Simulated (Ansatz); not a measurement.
Input and output of a zone-centre phonon calculation for ZrB₂ (P6/mmm, 3 atoms in the cell) (Ansatz, a quantum-chemistry and plane-wave program).

Level of theory: PBE (plane waves, PAW; Ansatz).

```yaml
crystal:
  lattice:
    - [1.59292, -2.75903, 0.00000]
    - [1.59292, 2.75903, 0.00000]
    - [0.00000, 0.00000, 3.54765]
  atoms:
    - { symbol: Zr, position: [0.00000, 0.00000, 0.00000] }
    - { symbol: B, position: [0.33333, 0.66667, 0.50000] }
    - { symbol: B, position: [0.66667, 0.33333, 0.50000] }
```

Reference input (self-consistent single point, DFT, PBE, plane waves, default PAW files): basis.ecutwfc = 420 eV; kpoints.mp_grid.grid = 12 12 9; hamiltonian.xc = pbe; hamiltonian.pseudopotentials = {kind: paw} (the program's default PAW files); scf.occupations.method = fermi_dirac; scf.occupations.width = 0.1 eV. This run's input differs from it in these lines:

```diff
@@ -18,6 +18,5 @@
   occupations: { method: fermi_dirac, width: 0.1 eV }
-output:
-  forces: true
-  eigenvalues: true
-  stress: true
+  convergence: { dr2_threshold: 1.0e-07 eV }
+phonons:
+  method: dfpt
```

Log, with long lists cut:

```
SCF iter   1: F=—  HF=-4498.725166 eV  |F-HF|=—  |Δ(HF+E_count)|=         —  Δρ=1.54e-3  dr2=5.94e-4  ethr=1.77e-3  ⟨swp⟩=4.8  Hψ=13552  notcnv=0
all-band conjugate gradients solve this SCF's bands
preconditioner: auto → none
SCF iter   2: F=—  HF=-4498.725141 eV  |F-HF|=—  |Δ(HF+E_count)|=   2.44e-5  Δρ=9.18e-4  dr2=3.11e-4  ethr=3.30e-6  ⟨swp⟩=2.1  Hψ=6107  notcnv=0
SCF iter   3: F=—  HF=-4498.725131 eV  |F-HF|=—  |Δ(HF+E_count)|=   1.05e-5  Δρ=3.77e-4  dr2=3.98e-5  ethr=1.73e-6  ⟨swp⟩=2.0  Hψ=3898  notcnv=0
SCF iter   4: F=—  HF=-4498.725117 eV  |F-HF|=—  |Δ(HF+E_count)|=   1.37e-5  Δρ=1.19e-4  dr2=2.64e-6  ethr=2.21e-7  ⟨swp⟩=2.9  Hψ=4757  notcnv=0
SCF iter   5: F=—  HF=-4498.725116 eV  |F-HF|=—  |Δ(HF+E_count)|=   4.74e-7  Δρ=7.13e-5  dr2=1.12e-6  ethr=1.47e-8  ⟨swp⟩=2.0  Hψ=4775  notcnv=0
SCF iter   6: F=—  HF=-4498.725116 eV  |F-HF|=—  |Δ(HF+E_count)|=   4.02e-7  Δρ=2.57e-5  dr2=1.42e-7  ethr=6.23e-9  ⟨swp⟩=2.7  Hψ=4719  notcnv=0
SCF iter   7: F=-4498.725116 eV  HF=-4498.725116 eV  |F-HF|=8.35e-9  |Δ(HF+E_count)|=   5.22e-8  Δρ=7.40e-6  dr2=1.09e-8  ethr=5.56e-10  ⟨swp⟩=7.0  Hψ=14380  notcnv=0
SCF 1 converged in 7 iterations: F = -4498.725116 eV  dr2 = 1.09e-8
DFPT response loops at Γ: preconditioner auto → Kerker (q_TF=auto, 2.490 Å⁻¹) (partly filled bands, converged f_vac=0.000) …
Free energy (F): -4498.725116 eV
Internal energy: -4498.717063 eV  (E = F + TS)
E sigma→0 (E₀):  -4498.721089 eV
Entropy (-TS):   -0.008053 eV (-2.684 meV/atom)
Fermi energy:    15.594747 eV
--- Phonons (Γ-DFPT): 4 representative perturbations + reference, on 215 of 1296 k-points (Σ response iterations 15) ---
  k mesh reduced under 4 symmetry operations, with k and −k counted as one. Each operation leaves every solved displacement unchanged or reverses it
  ASR residual: 9.865e-3 → 0.000e0 eV/Å²; symmetrization residual: 3.682e-7 eV/Å²
  ASR residual per site (eV/Å²): 9.86e-3 9.61e-4 9.61e-4
  Γ frequencies (cm⁻¹): 0.00 0.00 0.00 442.07 442.07 459.93 542.93 750.58 750.58
  non-analytic LO–TO correction: not included (Born effective charges unavailable; polar crystals: no LO–TO splitting at Γ)
```

The run converged in 7 iterations. 

Summary of the result:
* **Free energy E − TS (on the zero of these files)**: -4498.7251 eV
* **Fermi level (on the code's own zero)**: 15.59 eV
* **Zone-centre frequencies (cm⁻¹; negative means imaginary)**: 0, 0, 0, 442, 442, 460, 543, 751, 751

The starting cell has typed, rounded lattice constants, without a prior relaxation at this level. Its lattice was rescaled by up to half a per cent.

Keys are those of Ansatz 0.2.
